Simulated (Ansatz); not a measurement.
Results of r²SCAN0 (plane waves, PAW; Ansatz, a program for electronic structure) for Cu3Sn (P6₃/mmc, No. 194; cell taken from a computed entry).

The run printed, among other lines:

```
WARN output.stress: scf.exx.energy_threshold = 1e-6 eV is looser than the 8e-8 eV advised for a stress under a hybrid functional (1e-8 eV for each atom of the …
Crystal: 8 atoms, lattice volume = 110.515 Å³
Basis set: ecut = 520 eV, 2927 PW (Γ), exchange–correlation on 135×135×108 points (27 copies of the dense FFT grid, shifted against one another)
Bands: 86, of which v1, the nominal top of the filled ones, is band 71 counted from 1 (70 counted from 0)
Symmetry: 24 space group operations
Space group: P63/mmc (ITA 194), of the structure as read, at distance tolerance 4.8e-5 Å
k-points: 28 of 216
Initial density: superposition of atomic densities (chi_scale 0.1, normalization cell, long waves kept (reshape's long-wave potential 0.00 eV rms))
Functional: x = r2scan, c = r2scan; τ floored in thin density (d = 2e-4 eV/Å³), warm-up for x = 0.75 r2scan + 0.25 exact, c = r2scan; τ floored in thin density (d = 2e-4 eV/Å³)
SCF iter   1: F=—  HF=-51867.441165 eV  |F-HF|=—  |Δ(HF+E_count)|=         —  Δρ=1.62e-1  dr2=1.88e1  dr2_τ=3.26e-2
SCF iter   2: F=—  HF=-51871.142164 eV  |F-HF|=—  |Δ(HF+E_count)|=    3.70e0  Δρ=1.84e-1  dr2=2.17e1  dr2_τ=2.51e-1
  ...
SCF 1 converged in 13 iterations: F = -51864.683948 eV  dr2 = 1.55e-11
Crystal: 8 atoms, lattice volume = 110.515 Å³
Initial density: handed on by an earlier stage of this run
Functional: x = 0.75 r2scan + 0.25 exact, c = r2scan; τ floored in thin density (d = 2e-4 eV/Å³)
SCF 2 converged in 9 iterations: F = -51851.452236 eV  dr2 = 3.99e-10
Crystal: 8 atoms, lattice volume = 110.515 Å³
SCF 3 converged in 8 iterations: F = -51851.528023 eV  dr2 = 2.52e-11
Crystal: 8 atoms, lattice volume = 110.515 Å³
Crystal: 8 atoms, lattice volume = 110.515 Å³
SCF iter   7: F=—  HF=-51851.529634 eV  |F-HF|=—  |Δ(HF+E_count)|=   2.57e-8  Δρ=9.41e-7  dr2=3.96e-9  dr2_τ=3.57e-11
SCF iter   8: F=—  HF=-51851.529634 eV  |F-HF|=—  |Δ(HF+E_count)|=  8.73e-11  Δρ=1.15e-7  dr2=3.32e-9  dr2_τ=8.06e-13
SCF 5 converged in 9 iterations: F = -51851.529634 eV  dr2 = 4.01e-10
Free energy (F): -51851.529634 eV
Internal energy: -51851.528125 eV  (E = F + TS)
E sigma→0 (E₀):  -51851.528880 eV
Fermi energy:    16.164249 eV
--- Forces (eV/Å), atoms counted from 1 ---
  atom   1  Cu     0.09745517    -0.05626577     0.00000000
  atom   2  Cu    -0.09745517     0.05626577     0.00000000
  atom   3  Cu     0.09745517     0.05626577     0.00000000
  atom   4  Cu    -0.09745517    -0.05626577     0.00000000
  atom   5  Cu     0.00000000     0.11253154     0.00000000
  atom   6  Cu    -0.00000000    -0.11253154     0.00000000
  atom   7  Sn    -0.00000000    -0.00000000     0.00000000
  atom   8  Sn     0.00000000     0.00000000     0.00000000
--- Stress (GPa, compression-positive) ---
        2.037702       0.000000       0.000000
        0.000000       2.037702       0.000000
        0.000000       0.000000       2.668579
  P = ⅓ Tr σ = 2.2480 GPa (22.480 kbar)
```

Task: Write an input file that could have produced this run (the log leaves some choices open).

Result: This is not unique; one that fits is 
Ansatz 0.2 input:
```yaml
crystal:
  lattice:
    - [5.4443006651, 0.0, 0.0]
    - [-2.7221503325, 4.7149026818, 0.0]
    - [0.0, 0.0, 4.3053124279]
  atoms:
    - { symbol: Cu, position: [0.15641897, 0.84358103, 0.75] }
    - { symbol: Cu, position: [0.84358103, 0.15641897, 0.25] }
    - { symbol: Cu, position: [0.3128379401, 0.15641897, 0.25] }
    - { symbol: Cu, position: [0.6871620599, 0.84358103, 0.75] }
    - { symbol: Cu, position: [0.15641897, 0.3128379401, 0.75] }
    - { symbol: Cu, position: [0.84358103, 0.6871620599, 0.25] }
    - { symbol: Sn, position: [0.3333333333, 0.6666666667, 0.25] }
    - { symbol: Sn, position: [0.6666666667, 0.3333333333, 0.75] }
basis:
  ecutwfc: 520
  ecutrho_ratio: 4
  xc_grid: 3
kpoints:
  mp_grid: { grid: [6, 6, 6] }
hamiltonian:
  xc: r2scan0
  dispersion: none
  pseudopotentials: { azcp: { folder: ./paw }, kind: paw }
scf:
  occupations: { method: fermi_dirac, width: 0.01 }
  convergence: { dr2_threshold: 0.0000000008 }
output:
  forces: true
  stress: true
  eigenvalues: true
```

The PAW data were made under PBE.

Note: the run has no spin polarisation, so it can have missed a magnetic state. Note: cell and atoms aren't relaxed at this level (largest force component 0.11 eV/Å, pressure 2.2 GPa).

Cost on a shared machine: about 15 core-minutes (a rough figure).
